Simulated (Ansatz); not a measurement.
Results of r²SCAN0 (plane waves, PAW; Ansatz, an electronic-structure program) for rock-salt NaH.

Numerical settings: plane-wave cutoff 520 eV, 10×10×10 k mesh, Fermi–Dirac smearing 0.01 eV, scalar-relativistic PAW data made under PBE.

Computed points:

```json
[
 {"V (Å³/atom)": "12.981", "E − E_lowest (meV/atom)": "2.89"},
 {"V (Å³/atom)": "13.323", "E − E_lowest (meV/atom)": "0.70"},
 {"V (Å³/atom)": "13.664", "E − E_lowest (meV/atom)": "0.00"},
 {"V (Å³/atom)": "13.823", "E − E_lowest (meV/atom)": "0.14"},
 {"V (Å³/atom)": "14.006", "E − E_lowest (meV/atom)": "0.63"},
 {"V (Å³/atom)": "14.348", "E − E_lowest (meV/atom)": "2.43"}
]
```

### Question
Estimate the bulk modulus and its pressure derivative from these points.

### Answer
V0 = 13.666 Å³/atom, B0 = 24.9 GPa, B′ = 3.8 (fit to the energies at full precision).

Measured, for comparison: bulk modulus 19.4 ± 2 GPa (room temperature, no zero-point or thermal correction; as tabulated in High-pressure studies of NaH to 54 GPa); equilibrium volume per atom 14.46 Å³/atom (room temperature, no zero-point or thermal correction; as tabulated in Thermodynamic Modeling of Hydrogen Storage Capacity in Mg-Na Alloys). Computed (rounded) less measured: bulk modulus +28 % (against room or unstated temperature, where such soft solids are markedly softer), equilibrium volume per atom -5.5 %.
